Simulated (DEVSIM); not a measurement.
System: illuminated Ge n-on-p cell, one wavelength, at 300 K.

```
layer (left to right)  material  thickness (μm)  Nd (cm⁻³)  Na (cm⁻³)  τn (s)  τp (s)  absorption coefficient (cm⁻¹)
---------------------  --------  --------------  ---------  ---------  ------  ------  -----------------------------
1                            Ge           0.270     9.2e17          -    1e-6  1.3e-7                           1300
2                            Ge             160          -     1.2e16  1.1e-6  1.1e-6                           1300
```

Left contact: ohmic, minority hole recombination velocity 1e7 cm/s. Right contact: ohmic, minority electron recombination velocity 6e6 cm/s. Voltage is applied to the left contact. Recombination: SRH at mid-gap, radiative, Auger. Light enters at the left, 7.8e17 photons cm⁻² s⁻¹, one pass, no reflection. Mobility is constant in doping.

The device is made up for the run: typed textbook-type constants, with dimensions and the other settings drawn at random. Values at 300 K.

```
parameter           Ge
-------------  -------
gap (eV)         0.664
affinity (eV)        4
permittivity        16
Nc (cm⁻³)      1.04e19
Nv (cm⁻³)         6e18
μn (cm²/Vs)       3900
μp (cm²/Vs)       1900
B (cm³/s)      6.4e-14
Cn (cm⁶/s)       1e-31
Cp (cm⁶/s)       1e-31
```

Model (solved in DEVSIM): 1D drift-diffusion, Boltzmann statistics, complete ionisation; no tunnelling, impact ionisation, image-force lowering or self-heating.

### Question
Tabulate band edges, carrier densities and field at -0.65 V on the left contact, in the dark.

### Answer
Energies count from the Fermi level of the right contact; mesh points crowd at the junctions.

```
x (μm)   Ec (eV)  Ev (eV)  n (cm⁻³)  p (cm⁻³)  field (V/cm)
-------  -------  -------  --------  --------  ------------
0.000      0.713    0.049    9.2e17    7.1e13           ≈ 0
0.03194    0.713    0.049    9.2e17    1.2e14           ≈ 0
0.09853    0.713    0.049    9.2e17    2.1e14           ≈ 0
0.1929     0.713    0.049    9.2e17    3.5e14           ≈ 0
0.2603     0.717    0.053    7.8e17    5.3e14          8700
0.2852     0.780    0.116    6.8e16    6.2e15         17000
0.3421     0.815    0.151    1.7e16    2.4e16          1400
0.5600     0.818    0.154    1.5e16    2.7e16           -14
1.017      0.817    0.153    1.5e16    2.7e16           -14
2.137      0.816    0.152    1.5e16    2.7e16           -14
4.888      0.812    0.148    1.5e16    2.7e16           -14
15.40      0.797    0.133    1.5e16    2.7e16           -15
37.45      0.763    0.099    1.3e16    2.5e16           -16
89.49      0.674    0.010    1.1e16    2.3e16           -18
138.6      0.572   -0.092    6.9e15    1.9e16           -25
151.1      0.538   -0.126    4.3e15    1.6e16           -31
156.5      0.520   -0.144    2.3e15    1.4e16           -38
158.8      0.511   -0.153    1.1e15    1.3e16           -44
159.8      0.506   -0.158    4.6e14    1.2e16           -49
160.1      0.504   -0.160    2.6e14    1.2e16           -52
160.2      0.504   -0.160    1.7e14    1.2e16           -70
160.3      0.503   -0.161    1.3e14    1.2e16          -120
```
